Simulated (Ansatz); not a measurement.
A user runs Ansatz (a quantum-chemistry and plane-wave program) on HfSi (I4_1md, 4 atoms in the cell) and asks whether the run is sound. The aim is a self-consistent single point with DFT, PBE, plane waves, default PAW files.

Cell that was meant: a = 6.4427 Å, b = 6.4427 Å, c = 6.4427 Å, α = 148.37°, β = 148.37°, γ = 45.34°.

Part of the input:

Ansatz 0.2 input:
```yaml
    kind: paw
scf:
  occupations:
    method: fixed
output:
  forces: true
  eigenvalues: true
```

Output, abridged:

```
WARN basis.ecutwfc = 420 eV, the default
WARN ansatz: RAYON_NUM_THREADS=1 ignored (pool sized by the plan → 1); use --threads N
   [... lines left out ...]
Symmetry: 8 space group operations
Space group: I41md (ITA 109), of the structure as read, at distance tolerance 4.2e-5 Å
k-points: 126 of 1331 (time reversal used)
Initial density: superposition of atomic densities (neutral atoms: chi_scale 0, normalization atom), corrected by the library's trained network
Initial wavefunctions: pseudopotential atomic-orbital guess
Eigensolver: davidson
Functional: x = pbe(κ = 0.804, μ = 0.2195149727645171), c = pbe(β = 0.06672455060314922)
SCF iter   1: F=—  HF=-32714.969877 eV  |F-HF|=—  |Δ(HF+E_count)|=         —  Δρ=9.12e-3  dr2=8.90e-2  ethr=1.77e-3  ⟨swp⟩=4.8  Hψ=14530  notcnv=0  defer=500
all-band conjugate gradients solve this SCF's bands
   [... lines left out ...]
WARN: the bands overlap at the fill by count (30 filled at each k-point of a channel) …
SCF 1 converged in 7 iterations: F = -32714.950387 eV  dr2 = 8.94e-9
Free energy (F): -32714.950387 eV
Internal energy: -32714.950387 eV  (E = F + TS)
E sigma→0 (E₀):  -32714.950387 eV
Fermi energy:    15.991496 eV
--- Forces (eV/Å), atoms counted from 1 ---
  atom   1  Hf    -0.00000000    -0.00000000    -0.10033820
  atom   2  Hf     0.00000000    -0.00000000    -0.10033820
  atom   3  Si    -0.00000000     0.00000000     0.10033248
  atom   4  Si     0.00000000     0.00000000     0.10033248
--- Stress (GPa, compression-positive) ---
        8.802937      -0.000000       0.000000
       -0.000000       8.802937      -0.000000
        0.000000      -0.000000      12.855305
  P = ⅓ Tr σ = 10.1537 GPa (101.537 kbar)
  The stress holds the Pulay correction. Without it, at fixed plane waves, as pw.x and ABINIT print it: P = 10.1184 GPa
```

Q: Can these results be used? Check the input.

A: The run is not sound. The fault is fixed (insulator-type) occupations in a metal. A metal has bands that cross the Fermi level, so filling the same number of bands at every k-point puts electrons into the wrong states. To fix it, use a smearing (or tetrahedra) with enough empty bands. The run converged in 7 iterations without an error; against the sound input the free energy rises by 17.6 meV/atom, the pressure stays near 10.15 GPa while the zz stress (positive for compression) goes from 11.47 to 12.86 GPa and the largest force goes from 0.176 to 0.100 eV/Å. The full log also holds (shortened here): “WARN: iter 1: σ=0 fill of 30 bands saw a band overlap (occupied 15.9445 eV > unoccupied 15.3970 eV) — on an unconverged iterate often a transient of an (band_overlap_at_count)”.

An input that runs soundly differs in these lines (not the only fix; some lines may just follow from the change or write a value another way):
```diff
-    method: fixed
+    method: gaussian
+    width: 0.136
```

With that input, the run converged in 7 iterations: free energy E − TS (on the zero of these files) -32715.0208 eV; Fermi level (on the code's own zero) 15.52 eV; pressure 10.20 GPa; largest force (vector length) 0.176 eV/Å (DFT, PBE, plane waves, default PAW files).

On the sound input: the starting cell was generated: these elements placed on a structure prototype, without a prior relaxation; it need not be a known phase or ordering of this composition. Its lattice was rescaled by a random factor within 2.5 % of one. With a pressure of about 10 GPa the cell is away from its equilibrium volume at this level. Ansatz's pressure includes its estimate of the finite-basis (Pulay) stress.
